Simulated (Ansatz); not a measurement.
The starting structures come from a database of crystals and need not be the phases stable at ambient conditions.

By PBEsol, the system below comes out a metal.

Without scattering a metal conducts by its projected Fermi surface.

```
Au
1.0
    4.59372     0.00000     0.00000
   -2.29686     3.97828     0.00000
    2.29686     1.32609     0.93769
Au
1
Direct
  0.00000   0.00000   0.00000
```

Space group of this cell: Im-3m, bcc (W type). The cell is strained (all lengths scaled by 0.98); by PBEsol its mean pressure is -0.8 GPa.

The current flows along the normal of the first two printed cell vectors, the (111) plane of the conventional cell. No spin-orbit coupling; the value is a mean over 0.1 eV about the Fermi level.

Estimate the ballistic conductance per area that PBEsol (Ansatz, a first-principles code) returns for this system.

0.93 × 10¹⁵ S/m² for both spins.
